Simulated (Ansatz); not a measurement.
## A computed series for hypothetical CdI2 type SiO2: point defects

Consider a 12-atom supercell of SiO₂ in the CdI2 type structure (space group P-3m1, No. 164; a = 2.686 Å, c = 4.602 Å; a hypothetical phase, not in the database extracts checked; layered, stacked along the Cartesian z axis) at its relaxed geometry.

One neutral defect a cell, atoms relaxed at fixed cell.

Calculations: PBE-D3(BJ), PAW, 420 eV (Ansatz, a quantum-chemistry and plane-wave program; scalar-relativistic without spin-orbit coupling), earlier PAW set.

```csv
change,pressure,largest displacement of a host atom from its site in the perfect cell
perfect supercell,0.0 GPa,–
"H interstitial (started 1.85 Å from the nearest host atom), symmetric start",5.0 GPa,0.02 Å
Li interstitial (started 2.08 Å from the nearest host atom),(withheld),(withheld)
"Bi on a Si site, symmetric start",37.3 GPa,0.26 Å
"O interstitial (started 1.85 Å from the nearest host atom), symmetric start",16.1 GPa,0.31 Å
```

### Question
Complete the table.

### Answer

- Li interstitial (started 2.08 Å from the nearest host atom), pressure: 15.1 GPa
- Li interstitial (started 2.08 Å from the nearest host atom), largest displacement of a host atom from its site in the perfect cell: 0.09 Å

The magnetic state is the one reached from the starting moments; the real material's order can differ, and small cells can't hold many antiferromagnetic ones. The cell is small, so the values are those of an ordered compound at a high defect concentration; dilute-limit values will differ. A case with no gap was solved on a k-mesh chosen for an insulator, which is coarse for it. Defects with a symmetric start kept the site's symmetry and may sit on a saddle; the others started slightly shaken. Starting moments died away, wholly or in part, for Li interstitial (started 2.08 Å from the nearest host atom) and Bi on a Si site; another magnetic solution may exist.
